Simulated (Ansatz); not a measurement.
Base system: Rh (space group P6_3/mmc, No. 194; a = 2.6751 Å, c = 8.7310 Å; a cell from a computed database, its experimental status unchecked).

Perturbation: a hydrostatic pressure of 5 GPa.

Levels (all Ansatz, an electronic-structure program, PAW): PBEsol (420 eV, no spin-orbit coupling); PBEsol+SOC (420 eV, spin-orbit coupling included).

The geometry is relaxed with PBEsol.

| Quantity | Value |
|---|---|
| PBEsol pressure | 5.0 GPa |

Q: How does going to PBEsol+SOC change the pressure?

A: The pressure grows by 0.2 GPa, from 5.0 GPa to 5.2 GPa.

Single points use the geometry relaxed with PBEsol. Differences between runs with and without spin-orbit coupling are approximate. Load acts through the strain it causes; cell and atoms are relaxed under it. Stability against distortions was not tested. Competing high-pressure phases were not computed. The runs without spin-orbit coupling are not spin-polarised. This is not the structure that Rh has at room temperature and ambient pressure.
